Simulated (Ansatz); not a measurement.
Density of states of GaN (P6_3mc) below the valence band maximum, PBEsol with spin-orbit coupling, rigid bands (Ansatz, a quantum-chemistry and plane-wave program); cell volume 45.5 Å³.

```csv
energy from edge (eV),10⁻³ states/eV/cell
0.006,68.0
0.031,189
0.056,296
0.081,378
0.106,440
0.131,496
0.156,545
0.181,589
0.206,632
0.231,673
0.256,715
0.281,753
0.319,810
0.344,843
0.369,885
0.394,920
0.419,956
0.444,991
0.469,1030
0.494,1070
0.519,1110
0.544,1140
0.569,1180
0.594,1220
```

Question: What effective density of states at 300 K does this give (∫ g(E) exp(−E/k_BT) dE, both spins, divided by the cell's size)?

Answer: 8.9e19 cm⁻³, a density-of-states mass of 2.3 mₑ, valleys and band degeneracy included.

Geometry: cell and atoms relaxed with PBEsol.
